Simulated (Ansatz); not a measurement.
## silicon (1 1 0) on wurtzite AlN (0 0 1) (film strained to the substrate, started from cuts of the bulks and a machine-learned relaxation)

A periodic stack without vacuum, silicon (1 1 0) on wurtzite AlN (0 0 1) (film strained to the substrate, started from cuts of the bulks and a machine-learned relaxation): substrate slab Al60N60, film Si48, surface cells [[-5, 0], [-1, -2]] and [[0, 4], [-1, 0]], film strained by -0.9 and +1.2 %, outermost planes N/Al and Si/Si as cut, which need not be the usual terminations and can put a slab off its formula.

The start was prepared with a machine-learned potential, and the result is one local minimum, with the in-plane cell held and forces under 0.04 eV/Å; the film can end far from its bulk form.

All values below come from PBE (plane waves to 420 eV, PAW; Ansatz, a quantum-chemistry and plane-wave program). No spin–orbit coupling; the runs are not spin-polarised; PBE gaps are too small against experiment. Its k-point mesh 2×4×1, Fermi–Dirac width 0.05 eV.

| Item | Value |
|---|---|
| interface area | 84.9 Å² |
| period | 26.92 Å |
| gaps between the outermost planes at the two interfaces | 2.09 and 1.18 Å |
| Al–Si contacts across the interfaces within 1.22 times the sum of covalent radii | 16, mean 2.64 Å |
| N–Si contacts across the interfaces within 1.22 times the sum of covalent radii | 8, mean 1.89 Å |
| two interfaces | unlike, so that offsets are their mean |

```
CELL_PARAMETERS angstrom
     15.65112    -0.00029     0.06812
     -0.00009     5.42158     0.04401
     -1.70921    -0.23407    26.91432
ATOMIC_POSITIONS crystal
  Al 0.80801 0.36474 0.04755
  Al 0.59878 0.36495 0.04743
  Al 0.70380 0.86143 0.05136
  Al 0.39495 0.37532 0.05293
  Al 0.49672 0.86635 0.05367
  Al 0.20413 0.39268 0.05691
  Al 0.30229 0.88875 0.06366
  Al 0.01282 0.37455 0.05305
  Al 0.10722 0.88840 0.06385
  Al 0.91113 0.86592 0.05385
  Al 0.91411 0.20852 0.14628
  Al 0.71330 0.20661 0.14337
  Al 0.81405 0.70315 0.14484
  Al 0.51274 0.20933 0.14583
  Al 0.61271 0.70362 0.14455
  Al 0.31329 0.21884 0.14976
  Al 0.41403 0.70769 0.14981
  Al 0.11372 0.21848 0.15026
  Al 0.21374 0.71296 0.15285
  Al 0.01323 0.70693 0.15033
  N  0.81147 0.37031 0.11936
  N  0.61015 0.37052 0.11923
  N  0.71104 0.86908 0.12130
  N  0.41179 0.38005 0.12487
  N  0.51021 0.87344 0.12358
  N  0.21130 0.38730 0.12961
  N  0.31265 0.87959 0.13251
  N  0.01053 0.37971 0.12501
  N  0.11076 0.87973 0.13266
  N  0.91203 0.87311 0.12376
  N  0.91033 0.20039 0.02758
  N  0.70114 0.19916 0.02546
  N  0.80603 0.70493 0.02773
  N  0.49224 0.20101 0.02751
  N  0.59662 0.70526 0.02771
  N  0.29578 0.20536 0.03908
  N  0.39106 0.71138 0.03230
  N  0.10913 0.20429 0.03876
  N  0.20233 0.73557 0.04000
  N  0.01228 0.71063 0.03233
  Al 0.82302 0.37510 0.23939
  Al 0.62338 0.37560 0.23875
  Al 0.72321 0.87528 0.23806
  Al 0.42353 0.37650 0.24182
  Al 0.52381 0.87648 0.23995
  Al 0.22298 0.37789 0.24395
  Al 0.32349 0.87902 0.24270
  Al 0.02242 0.37565 0.24300
  Al 0.12234 0.87832 0.24344
  Al 0.92231 0.87572 0.24112
  Al 0.93226 0.20836 0.33520
  Al 0.73280 0.21082 0.33190
  Al 0.83243 0.71048 0.33347
  Al 0.53284 0.21133 0.33282
  Al 0.63296 0.71345 0.33193
  Al 0.33273 0.20899 0.33608
  Al 0.43285 0.71135 0.33450
  Al 0.13238 0.20799 0.33719
  Al 0.23260 0.70973 0.33690
  Al 0.03220 0.70914 0.33656
  N  0.83056 0.37734 0.31020
  N  0.63059 0.37861 0.30950
  N  0.73067 0.87778 0.30891
  N  0.43043 0.37703 0.31235
  N  0.53061 0.87810 0.31047
  N  0.23013 0.37537 0.31468
  N  0.33043 0.87657 0.31346
  N  0.02983 0.37552 0.31371
  N  0.12973 0.87557 0.31430
  N  0.92997 0.87650 0.31183
  N  0.92036 0.20798 0.21734
  N  0.72070 0.20909 0.21461
  N  0.82068 0.70687 0.21569
  N  0.52109 0.20950 0.21681
  N  0.62080 0.70779 0.21539
  N  0.32109 0.21380 0.22077
  N  0.42183 0.70929 0.21994
  N  0.12028 0.21299 0.22128
  N  0.22081 0.71202 0.22289
  N  0.01976 0.70787 0.22055
  Al 0.84115 0.37785 0.42656
  Al 0.64206 0.38454 0.42313
  Al 0.74198 0.88371 0.42549
  Al 0.44305 0.37746 0.42713
  Al 0.54246 0.88295 0.42590
  Al 0.24267 0.37155 0.43050
  Al 0.34325 0.87377 0.43031
  Al 0.04150 0.37138 0.43028
  Al 0.14220 0.87102 0.43180
  Al 0.94116 0.87380 0.42986
  Al 0.94606 0.20423 0.52311
  Al 0.74614 0.22352 0.51913
  Al 0.84455 0.70603 0.52218
  Al 0.55738 0.22195 0.51919
  Al 0.65194 0.72008 0.51671
  Al 0.35698 0.20356 0.52341
  Al 0.45883 0.70513 0.52250
  Al 0.15159 0.19916 0.52540
  Al 0.25486 0.69679 0.52594
  Al 0.04848 0.69706 0.52577
  N  0.84513 0.37740 0.49666
  N  0.64909 0.39712 0.49291
  N  0.74740 0.89291 0.49684
  N  0.45334 0.37531 0.49732
  N  0.55170 0.89051 0.49732
  N  0.25144 0.36203 0.50085
  N  0.35378 0.86695 0.50190
  N  0.04680 0.36246 0.50060
  N  0.14933 0.86184 0.50336
  N  0.94506 0.86814 0.50140
  N  0.93886 0.20660 0.40591
  N  0.73944 0.21353 0.40224
  N  0.83898 0.71152 0.40428
  N  0.54042 0.21357 0.40311
  N  0.64003 0.71807 0.40244
  N  0.34070 0.20724 0.40680
  N  0.44081 0.71198 0.40533
  N  0.13968 0.20502 0.40800
  N  0.24036 0.70755 0.40807
  N  0.03913 0.70703 0.40766
  Si 0.41294 0.05449 0.68302
  Si 0.66561 0.05516 0.67787
  Si 0.91943 0.05441 0.68274
  Si 0.16683 0.06263 0.68832
  Si 0.53912 0.80986 0.67892
  Si 0.79233 0.80964 0.67858
  Si 0.04437 0.81132 0.68711
  Si 0.28899 0.81130 0.68735
  Si 0.52461 0.55882 0.60684
  Si 0.79175 0.55819 0.60630
  Si 0.04018 0.57386 0.61491
  Si 0.27898 0.57422 0.61517
  Si 0.65796 0.29261 0.60375
  Si 0.91892 0.30229 0.61170
  Si 0.15974 0.30390 0.61604
  Si 0.39923 0.30269 0.61212
  Si 0.18151 0.06191 0.83484
  Si 0.43013 0.05173 0.82509
  Si 0.68007 0.06057 0.81944
  Si 0.93096 0.05167 0.82496
  Si 0.30491 0.80486 0.83155
  Si 0.55604 0.81763 0.82092
  Si 0.80432 0.81737 0.82078
  Si 0.05744 0.80484 0.83146
  Si 0.29752 0.55852 0.75866
  Si 0.54724 0.55670 0.75068
  Si 0.79887 0.55679 0.75046
  Si 0.05012 0.55864 0.75852
  Si 0.42202 0.30943 0.75420
  Si 0.67289 0.31422 0.74871
  Si 0.92474 0.30933 0.75402
  Si 0.17405 0.30688 0.76104
  Si 0.92672 0.08267 0.96366
  Si 0.19594 0.96163 0.98164
  Si 0.46262 0.08302 0.96360
  Si 0.69445 0.08430 0.96026
  Si 0.04565 0.81423 0.96934
  Si 0.34449 0.81540 0.96935
  Si 0.57947 0.81367 0.96233
  Si 0.80975 0.81332 0.96235
  Si 0.06085 0.54109 0.90270
  Si 0.31583 0.54134 0.90282
  Si 0.56534 0.56642 0.89159
  Si 0.80940 0.56645 0.89153
  Si 0.18930 0.28564 0.91241
  Si 0.44288 0.32171 0.89316
  Si 0.68713 0.32206 0.88901
  Si 0.93200 0.32107 0.89313
```
